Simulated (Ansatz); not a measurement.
# What uniaxial stress, 2 GPa tension along z does to Rb2InAgCl6

Take Rb2InAgCl6 (space group Fm-3m, No. 225; a = 10.3084 Å; a cell from a computed database, its experimental status unchecked) as the base. Axes: x, y, z lie along the cube axes.

One thing is altered: uniaxial stress, 2 GPa tension along z, with the cell and atoms free to relax against it.

The values are results of PBEsol/PAW in Ansatz (a program for electronic structure), without spin-orbit coupling, not measurements. Settings: 6×6×6 k-points, 0.05 eV Fermi–Dirac smearing.

```csv
quantity,base,changed,shift
volume per atom,27.39 Å³,28.83 Å³,+1.44 Å³
space group,Fm-3m (No. 225),I4/mmm (No. 139),–
shortest interatomic distance,2.521 Å,2.516 Å,-0.005 Å
energy relative to the base (free energy F),0 meV/atom,+18 meV/atom,+18 meV/atom
band gap,0.77 eV,0.58 eV,-0.19 eV
gap character,direct at Γ,direct at Γ,–
electron mass,0.26 mₑ (at Γ),"0.34 mₑ along z, 0.27 mₑ across (at Γ)",–
"valence-band top at Γ (three highest levels, from the VBM)","0.00, 0.00, -1.15 eV","0.00, -1.01, -1.30 eV",–
"strain response (xx, yy, zz)",–,"(−1.70, −1.70, +8.94) %",–
```

Masses are band curvatures over ±0.01 Å⁻¹ around the edge. Beyond what the load breaks, stability against distortions was not tested. Labels are those of the standard path for the cell's own space group.
